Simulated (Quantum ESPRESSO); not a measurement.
A self-consistent single point of Na (Im-3m, 1 atom in the cell) with Quantum ESPRESSO.

Method of the run: PBEsol, SSSP 1.1.2 efficiency (PBE) pseudopotentials (plane waves; Quantum ESPRESSO 7.5).

```xyz
1
Lattice="-2.0830 2.0830 2.0830 2.0830 -2.0830 2.0830 2.0830 2.0830 -2.0830" Properties=species:S:1:pos:R:3 pbc="T T T"
Na     0.0000     0.0000     0.0000
```

Reference input (self-consistent single point, DFT, PBE, plane waves, SSSP 1.1.2 efficiency (PBE) pseudopotentials): ecutwfc = 40 Ry; ecutrho = 320 Ry; occupations = smearing; smearing = fermi-dirac; degauss = 0.0073499 Ry; potentials = {Na: na_pbe_v1.5.uspp.F.UPF}; K_POINTS = automatic 8 8 8 0 0 0; conv_thr = 1e-11 Ry. This run's input differs from it in these lines:

```diff
@@ -17,2 +17,3 @@
   degauss = 0.0073499,
+  input_dft = 'pbesol',
 /
```

Output (repeated stretches shortened):

```
     Self-consistent Calculation

     iteration #  1     ecut=    40.00 Ry     beta= 0.70

     Threshold (ethr) on eigenvalues was too large:
     Diagonalizing with lowered threshold

     total energy              =     -95.10892949 Ry
     estimated scf accuracy    <       0.00199302 Ry

     iteration #  2     ecut=    40.00 Ry     beta= 0.70

     total energy              =     -95.10942118 Ry
     estimated scf accuracy    <       0.00021361 Ry

     iteration #  3     ecut=    40.00 Ry     beta= 0.70

     total energy              =     -95.10944474 Ry
     estimated scf accuracy    <       0.00000978 Ry

   [... 2 blocks of this kind left out ...]

     iteration #  6     ecut=    40.00 Ry     beta= 0.70

     total energy              =     -95.10944520 Ry
     estimated scf accuracy    <          3.0E-10 Ry

     iteration #  7     ecut=    40.00 Ry     beta= 0.70
     End of self-consistent calculation

     the Fermi energy is     1.7109 ev

!    total energy              =     -95.10944520 Ry
     estimated scf accuracy    <          3.8E-12 Ry
     smearing contrib. (-TS)   =      -0.00147901 Ry
     internal energy E=F+TS    =     -95.10796618 Ry

     convergence has been achieved in   7 iterations

     Forces acting on atoms (cartesian axes, Ry/au):

     atom    1 type  1   force =     0.00000000    0.00000000    0.00000000

     Total force =     0.000000     Total SCF correction =     0.000000

          total   stress  (Ry/bohr**3)                   (kbar)     P=        0.74
   0.00000503  -0.00000000  -0.00000000            0.74       -0.00       -0.00
  -0.00000000   0.00000503  -0.00000000           -0.00        0.74       -0.00
  -0.00000000  -0.00000000   0.00000503           -0.00       -0.00        0.74

   JOB DONE.
```

The run converged in 7 iterations. Against the reference run the pressure goes from 0.24 to 0.07 GPa.

The starting cell comes from a database of computed structures (which also holds hypothetical and non-ambient phases and stackings), without a prior relaxation at this level. Its lattice was rescaled by a random factor within 2.5 % of one.
